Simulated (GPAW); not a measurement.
## σyy against uniaxial strain in rock-salt ZrC (space group 225): C12 (GPAW, LDA)

```
ZrC
1.0
    0.00000     2.31669     2.31669
    2.28194     0.00000     2.31669
    2.28194     2.31669     0.00000
Zr C
1 1
Cartesian
  0.00000   0.00000   0.00000
  2.28194   2.31669   2.31669
```

Computed with LDA (Perdew-Wang 92), GPAW PAW datasets LDA (gpaw-data 1.0.1) (plane waves; GPAW). Settings: mode = pw; ecut = 1040 eV; xc = LDA; kpts = 24 24 24; mesh shift (steps) = 0 0 0; occupations.name = fermi-dirac; occupations.width = 0.05 eV; nbands = -6; convergence.density = 1e-06 e/electron; convergence.energy = 1e-06 eV/electron; symmetry.symmorphic = false; symmetry.tolerance = 0.0005; maxiter = 120. The cell above is the first row's. The rows stretch one cube axis (x) by the strain ε and hold the other two. Stress is positive in tension. In all rows fractional positions and the k mesh are held.

| ε (%) | σyy (GPa) |
|---|---|
| -1.5 | -1.58 |
| -1.0 | -1.00 |
| -0.5 | -0.44 |
| 0.0 | 0.11 |
| 0.5 | 0.65 |
| 1.0 | 1.17 |
| 1.5 | 1.69 |
| 2.0 | ? |

Taking a parabola for σyy over the 7 complete rows: Least squares gives σyy = 0.110 + 1.0886·ε - 0.0248·ε². Residuals (row less fit): -0.001, 0.003, 0.001, 0.000, 0.002, -0.004, 0.003; standard error 0.003 (degrees of freedom: 4). The slope at ε = 0, 1.0886 GPa per cent, gives C12 ≈ 100 × 1.0886 = 109 GPa, for the static lattice.

### Question
Predict the withheld σyy at ε = 2.0 from the fit, and compare with the calculation.

### Answer
σyy = 0.110 + 1.0886 × 2.0 - 0.0248 × 2.0² = 2.188 GPa. The calculation gives 2.19 GPa, which the fit meets to the printed digits. The row lies outside the fitted rows, so this is an extrapolation. From the scatter of the fitted rows alone, a prediction at this place has a standard error of 0.006 GPa, so the miss is 0.3 times that.

Carrying the step between the two nearest rows on in a straight line would have given 2.21, off by 0.02; series whose last step already gives the withheld value aren't shown. The reference cell has the volume at which an earlier scan in this program and functional put its minimum by a fit. The runs keep the symmetry of the cell, so they don't test it for distortions. The unstrained cell stands at a pressure of -0.11 GPa, and the constants belong to that pressure. By symmetry this strain leaves no force on the atoms; the largest in the rows is 0.000 eV/Å. Without a gap such slopes are sensitive to mesh and smearing. Cutoffs and mesh are single choices, not tested for convergence of this quantity. Series with a scatter that would blur these digits, or in which a gap closes, are not shown. Strain series were run only where this level's volume lies within 10 % of a first guess from the measured size.
